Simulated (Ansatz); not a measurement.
The reference is KCl in the rock salt structure (space group Fm-3m, No. 225).

```yaml
crystal:
  lattice:
    - [0.00000, 3.12135, 3.12135]
    - [3.12135, 0.00000, 3.12135]
    - [3.12135, 3.12135, 0.00000]
  atoms:
    - { symbol: K, position: [0.00000, 0.00000, 0.00000] }
    - { symbol: Cl, position: [0.50000, 0.50000, 0.50000] }
```

Computed with PBEsol (Ansatz, a first-principles code), scalar-relativistic without spin-orbit coupling.

For the base:

```
Quantity     Value
--------  --------
Pressure  0.01 GPa
```

Perturbation: the cell is scaled by 0.9900 in all directions, atoms relaxed at fixed cell.

What does the calculation give for the pressure, mean gap deformation potential ΔEg/Δln V and energy relative to the base after the change?

The pressure grows by 0.60 GPa to 0.61 GPa; the mean gap deformation potential ΔEg/Δln V is -3.3 eV; the energy rises by 1.7 meV/atom.

The cells carry an imposed strain or load. Stability against distortions was not tested.
